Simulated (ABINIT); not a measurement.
ABINIT run on K (Im-3m, 1 atom in the cell): self-consistent single point.

Method: LDA (PW92), PAW (JTH v2.0 LDA PAW) (plane waves; ABINIT).

```xyz
1
Lattice="-2.6400 2.6400 2.6400 2.6400 -2.6400 2.6400 2.6400 2.6400 -2.6400" Properties=species:S:1:pos:R:3 pbc="T T T"
K      0.0000     0.0000     0.0000
```

Reference input (self-consistent single point, DFT, PBE, plane waves, PAW (JTH v2.0 PBE PAW)): pseudos = [K.GGA_PBE-JTH.xml]; ecut = 571 eV; pawecutdg = 1143 eV; pawxcdev = 0; ixc = 11; occopt = 7; tsmear = 0.00499791 Ha; ngkpt = 9 9 9; nshiftk = 1; shiftk = 0 0 0; potentials = JTH v2.0 PBE PAW; nband = 10. This run's input differs from it in these lines:

```diff
@@ -1,4 +1,4 @@
-# K, JTH v2.0 PBE PAW
+# K, JTH v2.0 LDA PAW
 pp_dirpath "./"
-pseudos "K.GGA_PBE-JTH.xml"
+pseudos "K.LDA_PW-JTH.xml"
 acell 3*1.0 Angstrom
@@ -18,3 +18,3 @@
 pawxcdev 0
-ixc 11
+ixc 7
 occopt 7
```

Its files differ too (potentials: JTH v2.0 PBE PAW → JTH v2.0 LDA PAW).

The program printed (abridged):

```
--- !BeginCycle
solver: {iscf: 17, nstep: 50, nline: 4, wfoptalg: 10, }
tolerances: {tolvrs: 1.00E-11, }
...

     iter   Etot(hartree)      deltaE(h)  residm     nres2
 ETOT  1  -28.506618024073    -2.851E+01 9.383E-02 1.176E+00
 ETOT  2  -28.555118645645    -4.850E-02 6.814E-03 8.584E-01
 ETOT  3  -28.554133645936     9.850E-04 5.541E-03 2.507E-01
 ETOT  4  -28.553860132398     2.735E-04 7.585E-04 1.475E-02
 ETOT  5  -28.553875136071    -1.500E-05 3.095E-04 1.142E-02
   [... 8 lines left out ...]
 ETOT 14  -28.553862774624     5.233E-12 7.528E-06 5.366E-09
 ETOT 15  -28.553862774621     2.643E-12 5.300E-06 2.610E-10
 ETOT 16  -28.553862774622    -4.867E-13 4.727E-06 1.668E-10
 ETOT 17  -28.553862774621     7.923E-13 2.362E-06 5.023E-13
 At SCF step   17       nres2   =  5.02E-13 < tolvrs=  1.00E-11 =>converged.

 Cartesian components of stress tensor (hartree/bohr^3)
  sigma(1 1)=  1.65210284E-05  sigma(3 2)=  0.00000000E+00
  sigma(2 2)=  1.65210284E-05  sigma(3 1)=  0.00000000E+00
  sigma(3 3)=  1.65210284E-05  sigma(2 1)=  0.00000000E+00

 ----iterations are completed or convergence reached----

 reduced coordinates (array xred) for    1 atoms
       0.000000000000      0.000000000000      0.000000000000
 cartesian forces (eV/Angstrom) at end:
    1     -0.00000000000000    -0.00000000000000    -0.00000000000000
 frms,max,avg= 0.0000000E+00 0.0000000E+00   0.000E+00  0.000E+00  0.000E+00 e/A
 length scales=  1.889726132886  1.889726132886  1.889726132886 bohr
              =  1.000000000000  1.000000000000  1.000000000000 angstroms
   [... lines left out ...]
 Fermi (or HOMO) energy (hartree) =   0.03286   Average Vxc (hartree)=  -0.21485
 Fermi (or HOMO) energy (eV) =   0.89416   Average Vxc (eV)=  -5.84623
   [... lines left out ...]
'-kT*entropy'       : -2.24251410133298E-04
total_energy        : -2.85538629745051E+01
total_energy_eV     : -7.76990126085101E+02
...

-Cartesian components of stress tensor (GPa)         [Pressure= -4.8607E-01 GPa]
- sigma(1 1)=  4.86065354E-01  sigma(3 2)=  0.00000000E+00
- sigma(2 2)=  4.86065354E-01  sigma(3 1)=  0.00000000E+00
- sigma(3 3)=  4.86065354E-01  sigma(2 1)=  0.00000000E+00

 Calculation completed.
```

The run converged in 17 iterations. Against the reference run the pressure goes from -0.01 to -0.49 GPa.

The starting cell has typed, rounded lattice constants, without a prior relaxation at this level.

Cost on one core of a shared machine: roughly 60 s.
